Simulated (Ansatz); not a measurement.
Consider ScSi (space group Cmcm, No. 63; a = 3.947 Å, b = 9.822 Å, c = 3.640 Å; a cell from a computed database, its experimental status unchecked).

Method: Kohn–Sham DFT with the PBEsol functional, run in Ansatz (a first-principles code) with PAW and 420 eV plane waves, scalar-relativistic without spin-orbit coupling.

One change was made to it. Results:

| quantity | base | after |
|---|---|---|
| band gap | zero | zero |
| density | 3.44 g/cm³ | 3.66 g/cm³ |
| shortest interatomic distance | 2.423 Å | 2.381 Å |

**Question.** Which of these changes matches the shifts?
(A) pressure 3 GPa
(B) pressure 0.3 GPa
(C) pressure 7.5 GPa

**Answer.** C, pressure 7.5 GPa. For comparison, the density in the other runs: pressure 0.3 GPa gives 3.45 g/cm³; pressure 3 GPa gives 3.53 g/cm³.

Load acts through the strain it causes; cell and atoms are relaxed under it. No phonon test of stability was made. No other phases were tried under pressure. All final runs are without spin polarisation.
